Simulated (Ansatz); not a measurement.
Take Be in the diamond structure (space group Fd-3m, No. 227; a = 4.899 Å; a hypothetical phase, not in the database extracts checked; relaxed with 0.1 eV smearing) as the base. Axes: x, y, z lie along the cube axes.

Level of theory: PBE/PAW in Ansatz (a program for electronic structure), no spin-orbit coupling.

Perturbation: the cell is stretched by 3.05 % along x with no lateral relaxation; the atoms relax in the strained cell.

**Question.** Predict the stress tensor and what it implies for the stiffness.

**Answer.** Stress of the strained cell less that of the base (GPa, compression positive):
```
   -0.1     0.0     0.0
    0.0    -1.9     0.0
    0.0     0.0    -1.9
```

Then −Δσ_ii/ε with ε = 0.0305 gives secant stiffness values (nonlinear terms included at this strain): C11 ≈ 4.6 GPa, C12 ≈ 61 GPa and C13 ≈ 61 GPa.

An off-diagonal value above the diagonal one breaks a Born criterion: the base is elastically unstable at this level, or the strain is beyond its stable range.

Whether these cells are dynamically stable was not tested.
